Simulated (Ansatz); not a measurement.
Cells marked so need not be the phases stable at ambient conditions, and some may be hypothetical.

The gap is the functional's own. No spin-orbit coupling. Mid-gap values are interpolated on the energy grid.

A. Na3P (P6_3/mmc, not sure to be the ambient phase, 8 atoms a cell, 23.0 Å³ an atom), along the normal of (110)
B. BaHf(BO3)2 (R3c, not sure to be the ambient phase, 20 atoms a cell, 13.4 Å³ an atom, -4 GPa at this level), along the normal of (101)
C. AlP (P6_3mc, wurtzite, not sure to be the ambient phase, 4 atoms a cell, 20.5 Å³ an atom), along the normal of (100)
D. MgCdTe$_{2}$ (R3m, not sure to be the ambient phase, 4 atoms a cell, 34.6 Å³ an atom), along the normal of (110)

**Question.** Rank these by mid-gap decay constant of the slowest evanescent state (lowest first), as PBEsol run with Ansatz (a program for electronic structure) gives it.

**Answer.** A (0.05 1/Å), D (0.09 1/Å), C (0.17 1/Å), B (0.40 1/Å)
